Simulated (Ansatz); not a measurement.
Functionals compared on the (31-40) surface of hcp Tl in its 1x1 cell, outermost plane spacing 0.57 Å in the ideal cut, in Ansatz (plane waves, PAW). The structure was relaxed with PBE; the other rows are single points on it, each with its references at the same level. Cutoff 420 eV (500 eV for r2SCAN).

Slab: 26 atoms, 10.9 Å thick at the start; k 7x3x1, smearing 0.1 eV, dipole-corrected; all atoms relaxed; symmetry of the start imposed; no spin, no spin-orbit, no U. These notes are the PBE run's.

| functional | surface energy (J/m²) | work function of the top face (eV) | rough cost of the single point |
|---|---|---|---|
| PBE | 0.27 | 3.54 | – |
| LDA | 0.44 | 3.87 | about 6 core-minutes (a rough figure) |
| PBEsol | 0.37 | 3.63 | very roughly 6 core-minutes |
| RPBE | 0.17 | 3.39 | roughly 7 core-minutes |
| r2SCAN | 0.35 | 3.56 | very roughly 10 core-minutes |

Ansatz is an electronic-structure program.
